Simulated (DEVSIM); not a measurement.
**Schottky contact on n-type In0.53Ga0.47As**

Structure: Schottky contact on n-type In0.53Ga0.47As, at 300 K.

```
layer (left to right)        material  thickness (μm)  Nd (cm⁻³)  τn (s)  τp (s)
---------------------  --------------  --------------  ---------  ------  ------
1                      In0.53Ga0.47As           0.420     1.2e16  1.5e-9  1.5e-9
```

Left contact: Schottky, work function 4.83 eV, emission velocity 2.7e6 cm/s. Right contact: ohmic. Voltage is applied to the left contact. Recombination: SRH at mid-gap. Mobility is μmin + (μ − μmin)/(1 + (N/Nref)^α).

This is a model device: material constants are rounded textbook-type values typed into the input, and sizes, dopings and lifetimes were drawn at random. Values at 300 K.

```
parameter      In0.53Ga0.47As
-------------  --------------
gap (eV)                 0.74
affinity (eV)            4.51
permittivity             13.9
Nc (cm⁻³)              2.1e17
Nv (cm⁻³)              7.7e18
μn (cm²/Vs)             12000
μp (cm²/Vs)               300
μn,min                    300
μp,min                     10
Nref,n                 1.3e17
Nref,p                 4.9e17
αn                       0.48
αp                        0.4
```

DEVSIM, 1D drift-diffusion, Boltzmann statistics, complete ionisation; no tunnelling, impact ionisation, image-force lowering or self-heating. Metal contacts follow the ideal Schottky-Mott rule: no Fermi-level pinning, no interface dipoles.

The potential step across the device at zero bias is 0.246 V, the largest field in the device at zero bias comes out as 26000 V/cm and the dark forward voltage at 100 A/cm² comes out as 0.145 V.

Dark reverse current:

```json
[
 {"V (V)": "-0.10", "J (A/cm²)": "-0.37"},
 {"V (V)": "-0.25", "J (A/cm²)": "-0.38"},
 {"V (V)": "-0.50", "J (A/cm²)": "-0.38"},
 {"V (V)": "-0.75", "J (A/cm²)": "-0.38"},
 {"V (V)": "-1.00", "J (A/cm²)": "-0.38"},
 {"V (V)": "-1.50", "J (A/cm²)": "-0.38"},
 {"V (V)": "-2.00", "J (A/cm²)": "-0.38"},
 {"V (V)": "-2.50", "J (A/cm²)": "-0.38"}
]
```

Small-signal capacitance in reverse bias (quasi-static):

| V (V) | C (nF/cm²) |
|---|---|
| -0.1 | 60.7 |
| -0.25 | 50.1 |
| -0.5 | 40.5 |
| -0.75 | 35.1 |
| -1 | 31.9 |
| -1.5 | 29.7 |
| -2 | 29.4 |
| -2.5 | 29.3 |
